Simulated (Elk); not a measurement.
Input and output of a self-consistent single point for TiNi (Pm-3m, 2 atoms in the cell) (Elk).

Method: LDA (PW92), all-electron FP-LAPW, Elk's shipped species files, APW+lo basis with extra local orbitals in Elk 10.2.4.

The change in words: lattice scaled by 0.98. Reference geometry:
```xyz
2
Lattice="2.9609 0.0000 0.0000 0.0000 2.9609 0.0000 0.0000 0.0000 2.9609" Properties=species:S:1:pos:R:3 pbc="T T T"
Ti     1.4804     1.4804     1.4804
Ni     0.0000     0.0000     0.0000
```

Reference input (self-consistent single point, DFT, LDA (PW92), all-electron FP-LAPW, Elk's shipped species files, APW+lo basis with extra local orbitals): xctype = 3; rgkmax = 8; stype = 0; swidth = 0.00367493 Ha; ngridk = 9 9 9; tforce = true; gmaxvr = 18 1/bohr; lmaxapw = 10; lmaxo = 8; nxlo = 2; lorbcnd = true; lradstp = 2. This run's input differs from it in these lines:

```diff
@@ -49,5 +49,5 @@
 avec
-    2.9608790000    0.0000000000    0.0000000000
-    0.0000000000    2.9608790000    0.0000000000
-    0.0000000000    0.0000000000    2.9608790000
+    2.9016610000    0.0000000000    0.0000000000
+    0.0000000000    2.9016610000    0.0000000000
+    0.0000000000    0.0000000000    2.9016610000
```

Log, with long lists cut:

```
│ Self-consistent loop started │
│ Loop number : 1 │
 total energy                :     -2380.71924970
│ Loop number : 2 │
 total energy                :     -2379.97039428
RMS change in Kohn-Sham potential (target) :   0.2832358945     (  0.1000000000E-05)
Absolute change in total energy (target)   :   0.7488554204     (  0.1000000000E-03)
│ Loop number : 3 │
 total energy                :     -2377.30007040
RMS change in Kohn-Sham potential (target) :   0.1573350614     (  0.1000000000E-05)
Absolute change in total energy (target)   :    2.857537733     (  0.1000000000E-03)
│ Loop number : 4 │
   [... lines left out ...]
Absolute change in total energy (target)   :   0.1955661041E-02 (  0.1000000000E-03)
│ Loop number : 13 │
 total energy                :     -2370.43453481
RMS change in Kohn-Sham potential (target) :   0.3051390646E-05 (  0.1000000000E-05)
Absolute change in total energy (target)   :   0.4241056604E-03 (  0.1000000000E-03)
│ Loop number : 14 │
 total energy                :     -2370.43456775
RMS change in Kohn-Sham potential (target) :   0.4834875211E-06 (  0.1000000000E-05)
Absolute change in total energy (target)   :   0.7308610020E-04 (  0.1000000000E-03)
Convergence targets achieved

│ Loop number : 15 │

Energies :
 Fermi                       :     0.382345207810
 total energy                :     -2370.43450498

Density of states at Fermi energy :    91.07361515
 (states/Hartree/unit cell)

Estimated indirect band gap :   0.1741337400E-02
 from k-point     23 to k-point      3
Estimated direct band gap   :   0.4965870786E-02
 at k-point     29

Charges :
 core                        :    22.00000000
 valence                     :    28.00000000
 interstitial                :    2.456003886
 muffin-tins (core leakage)
  species :    1 (Ti)
   atom    1                 :    20.26641663     (  0.2419819012E-08)
  species :    2 (Ni)
   atom    1                 :    27.27757948     (  0.5614293036E-03)
 total in muffin-tins        :    47.54399611
   [... lines left out ...]
   total force               :     0.00000000    0.00000000    0.00000000
   total magnitude           :     0.00000000
 species :    2 (Ni)
  atom :    1
   Hellmann-Feynman          :     0.00000000    0.00000000    0.00000000
   IBS                       :    -0.00000000    0.00000000    0.00000000
   total force               :    -0.00000000    0.00000000    0.00000000
   total magnitude           :     0.00000000
```

The run converged in 15 iterations. The count includes the last loop, which Elk runs after its targets are met. Against the reference run the total energy goes up by 3.7 meV/atom.

The starting cell comes from a database of computed structures (which also holds hypothetical and non-ambient phases and stackings), without a prior relaxation at this level. Its lattice was rescaled by a random factor within 2.5 % of one. For this run, on top of that: lattice scaled by 0.98. Spin polarisation is off. Values depend on the basis (sphere radii, cutoffs, local orbitals), which need not be converged. The log's line on a gap gives a spacing of levels on this mesh, which the program prints for metals too.

Cost on one core of a shared machine: roughly 40 s.
